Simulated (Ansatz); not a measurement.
**What Al interstitial (started 1.90 Å from the nearest host atom), symmetric start does to AlN**

Take a 16-atom supercell of AlN in the wurtzite structure (space group P6_3mc, No. 186; a = 3.107 Å, c = 4.978 Å) at its relaxed geometry as the base.

The change: a neutral Al interstitial (started 1.90 Å from the nearest host atom), symmetric start, atoms relaxed at fixed cell.

Computed with r2SCAN (Ansatz, an electronic-structure program, PAW, no SOC), earlier PAW set. k-mesh 7×7×7 (Γ-centred); smearing 0.01 eV (Fermi–Dirac).

```json
[
 {"quantity": "pressure", "base": "0.0 GPa", "changed": "25.1 GPa", "shift": "+25.05 GPa"},
 {"quantity": "final site of the added atom", "base": "–", "changed": "3 N at 1.88 Å", "shift": "–"}
]
```

The magnetic state is the one reached from the starting moments; the real material's order can differ, and small cells can't hold many antiferromagnetic ones. In so small a cell the defect repeats every few ångströms: this is an ordered compound, not a dilute defect. A case with no gap was solved on a k-mesh chosen for an insulator, which is coarse for it. The defect started on the symmetric site and kept its symmetry, so it may sit on a saddle. The defect cell is spin-polarised and ends with 1.0 μB.
